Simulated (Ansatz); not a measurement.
The reference is Sn in the diamond structure (space group Fd-3m, No. 227; a = 6.5402 Å; relaxed with 0.1 eV smearing). Axes: x, y, z lie along the cube axes.

The values are results of PBEsol, PAW, 420 eV (Ansatz, a first-principles code; no spin-orbit coupling), not measurements.

Strains are applied to the cell and any free atomic positions relax.

One change was made to it. Results:

```csv
quantity,base,after
band gap,zero,zero
energy relative to the base (free energy F),0 meV/atom,+0.2 meV/atom
```

Q: Name the change that was made.
A) uniaxial strain ε_zz = +2.00 %
B) uniaxial strain ε_zz = +0.50 %
C) uniaxial strain ε_zz = +3.00 %

A: B, uniaxial strain ε_zz = +0.50 %. For comparison, the energy relative to the base in the other runs: uniaxial strain ε_zz = +3.00 % gives +5.8 meV/atom; uniaxial strain ε_zz = +2.00 % gives +2.6 meV/atom.

Whether these cells are dynamically stable was not tested.
